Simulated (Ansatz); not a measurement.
**Ta: stress against strain**

Ta (bcc, Im-3m, 18.068 Å³/atom and stress up to 0.01 GPa in the relaxed cell) under an equal strain ε in the (001) plane with the normal axis free, as in a coherent film. r2SCAN in Ansatz, a plane-wave DFT program (PAW, default set), 500 eV, 28×28×28 Γ-centred mesh, Fermi-Dirac smearing 0.10 eV. Stress is positive for a compressed cell.

Here s stands for strain and y for stress xx.

```
strain (%)  stress xx (GPa)
----------  ---------------
-1.50                  3.76
-1.00                  2.46
-0.50                  1.21
0.00                   0.00
0.50                  -1.16
1.00                  -2.27
1.50                  -3.31
3.00                      ?
```

### Question
Fit y against s with a straight line, and predict the withheld value at s = 3.00.

### Answer
Means: s 0, y 0.099. About the means, the sum of products is -16.520 and the sum of squares of s is 7.0000; the slope is their ratio. Least squares gives y = 0.099 - 2.3600·s. Residuals (row less fit): 0.121, 0.001, -0.069, -0.099, -0.079, -0.009, 0.131; standard error 0.103 (degrees of freedom: 5). The slope gives the biaxial elastic modulus of this plane = about 240 GPa. At the withheld row, y = 0.099 - 2.3600 × 3.0 = -6.981 GPa. The calculation gives -5.67 GPa, 1.311 GPa above the prediction (13.9 % of the range of y in the table). The row lies outside the fitted rows, so this is an extrapolation. From the scatter of the fitted rows alone, a prediction at this place has a standard error of 0.160 GPa, so the miss is 8.2 times that.

A polynomial of degree 2 through the 12 other runs of the series gives -6.00 there, so most of the miss is curvature that the fit leaves out. In a metal these values are sensitive to mesh and smearing; energies are taken to zero smearing, stresses follow the free energy. Rows are the converged runs of the series near zero and its far end; series whose fitted rows scatter by over a few per cent of the range, as at a crossing or softening among them, aren't shown in this form, nor equations of state whose B0' disagrees with the runs' pressures. Most that stay on the fit to the last digits aren't either.
